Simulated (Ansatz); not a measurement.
**Pressure series in hypothetical diamond Mo**

The reference is Mo in the diamond structure (space group Fd-3m, No. 227; a = 5.6106 Å; a hypothetical phase, not in the database extracts checked).

Cell and atoms are relaxed at each pressure.

Computed with PBEsol/PAW in Ansatz (a program for electronic structure), scalar-relativistic without spin-orbit coupling.

Notes on the quantities. enthalpy: H = E + PV relative to the base's energy.

```json
[
 {"variant": "base", "enthalpy": "–", "lattice parameter a": "5.611 Å"},
 {"variant": "pressure −2 GPa", "enthalpy": "-0.28 eV/atom", "lattice parameter a": "5.644 Å"},
 {"variant": "pressure −1 GPa", "enthalpy": "-0.14 eV/atom", "lattice parameter a": "5.627 Å"},
 {"variant": "pressure 0.3 GPa", "enthalpy": "+0.04 eV/atom", "lattice parameter a": "5.606 Å"},
 {"variant": "pressure 0.7 GPa", "enthalpy": "+0.10 eV/atom", "lattice parameter a": "5.600 Å"},
 {"variant": "pressure 1.5 GPa", "enthalpy": "+0.21 eV/atom", "lattice parameter a": "5.587 Å"},
 {"variant": "pressure 3 GPa", "enthalpy": "+0.41 eV/atom", "lattice parameter a": "5.566 Å"},
 {"variant": "pressure 5 GPa", "enthalpy": "+0.68 eV/atom", "lattice parameter a": "(withheld)"},
 {"variant": "pressure 7.5 GPa", "enthalpy": "+1.00 eV/atom", "lattice parameter a": "(withheld)"},
 {"variant": "pressure 10 GPa", "enthalpy": "+1.33 eV/atom", "lattice parameter a": "5.476 Å"}
]
```

Q: What belongs in the blanks?

A: 
- pressure 5 GPa, lattice parameter a: 5.538 Å
- pressure 7.5 GPa, lattice parameter a: 5.506 Å

Load acts through the strain it causes; cell and atoms are relaxed under it. Whether these cells are dynamically stable was not tested. No other phases were tried under pressure. The final runs are not spin-polarised.
